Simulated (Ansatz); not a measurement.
Take Bi2Te2Se (space group R-3m, No. 166; a = 4.304 Å, c = 30.843 Å (hexagonal axes); a cell from a computed database, its experimental status unchecked) as the base. Axes: x lies along a and z along c of the hexagonal cell.

Levels (all Ansatz, a program for electronic structure, PAW): r2SCAN+rVV10 (500 eV, spin-orbit coupling left out); HSE06 (420 eV, scalar-relativistic without spin-orbit coupling).

Its gap is 0.51 eV with r2SCAN+rVV10 and 0.68 eV with HSE06.

Perturbation: biaxial strain +3.89 %, plane normal [001], relaxed out of plane (Cartesian); in-plane vectors clamped, the third vector and the atoms free.

With r2SCAN+rVV10 the gap becomes 0.09 eV.

Problem. If the HSE06 correction stayed the same, what would the HSE06 gap be, and what does the HSE06 run give?

Solution. A rigid correction of +0.17 eV gives 0.26 eV. The HSE06 run gives 0.27 eV, so the two effects roughly add.

Single points use the geometry relaxed with r2SCAN+rVV10. Spin-orbit coupling, missing from the scalar runs, can matter with Bi and Te. No phonon test of stability was made. A zero or small gap of Bi2Te2Se under biaxial strain +3.89 %, plane normal [001], relaxed out of plane can be the functional's error rather than a property of the material.
